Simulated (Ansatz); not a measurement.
An Ansatz (an electronic-structure program) run: Ir; PBEsol, PAW, 420 eV (Ansatz; no spin-orbit coupling).

Input:

Ansatz 0.2 input:
```yaml
crystal:
  lattice:
    - [0, 1.9152403775, 1.9152403775]
    - [1.9152403775, 0, 1.9152403775]
    - [1.9152403775, 1.9152403775, 0]
  atoms:
    - { symbol: Ir, position: [0, 0, 0] }
basis: { ecutwfc: 420, ecutrho_ratio: 4, xc_grid: 2, fft_grid_basis: typed }
kpoints: { mp_grid: { grid: [21, 21, 21] } }
hamiltonian:
  xc: pbesol
  dispersion: none
  pseudopotentials: { kind: paw }
scf: { occupations: { method: fermi_dirac, width: 0.05 }, convergence: { dr2_threshold: 0.0000000001 } }
output: { forces: true, stress: true }
```

Output (explanatory and most iteration lines left out):

```
Pseudopotential: Ir, paw, valence charge 17
Crystal: 1 atoms, lattice volume = 14.051 Å³
Basis set: ecut = 420 eV, 283 PW (Γ), exchange–correlation on 40×40×40 points (8 copies of the dense FFT grid, shifted against one another)
Bands: 13, of which v1, the nominal top of the filled ones, is band 9 counted from 1 (8 counted from 0)
Symmetry: 48 space group operations
Space group: Fm-3m (ITA 225), of the structure as read, at distance tolerance 2.4e-5 Å
k-points: 286 of 9261
Functional: x = pbesol(κ = 0.804, μ = 0.12345679012345678), c = pbesol(β = 0.046)
SCF iter   1: F=—  HF=-11799.038552 eV  |F-HF|=—  |Δ(HF+E_count)|=         —  Δρ=5.49e-3  dr2=1.69e-3  ethr=1.77e-3  ⟨swp⟩=5.1  Hψ=19054  notcnv=0
SCF iter   2: F=—  HF=-11799.038205 eV  |F-HF|=—  |Δ(HF+E_count)|=   3.47e-4  Δρ=2.32e-3  dr2=1.13e-4  ethr=9.91e-6  ⟨swp⟩=2.4  Hψ=7682  notcnv=0
SCF 1 converged in 6 iterations: F = -11799.038357 eV  dr2 = 9.06e-11
SCF converged after 6 iterations
Free energy (F): -11799.038357 eV
Internal energy: -11799.030503 eV  (E = F + TS)
E sigma→0 (E₀):  -11799.034430 eV
Entropy (-TS):   -0.007854 eV (-7.854 meV/atom)
Fermi energy:    25.894988 eV
--- Forces (eV/Å), atoms counted from 1 ---
  atom   1  Ir    -0.00000000     0.00000000     0.00000000
--- Stress (GPa, compression-positive) ---
       -0.000269      -0.000000       0.000000
        0.000000      -0.000269      -0.000000
        0.000000      -0.000000      -0.000269
  P = ⅓ Tr σ = -0.0003 GPa (-0.003 kbar)
```

Whether these cells are dynamically stable was not tested. All final runs are without spin polarisation. The cell is Ir in the fcc (Cu type) structure (space group Fm-3m, No. 225).
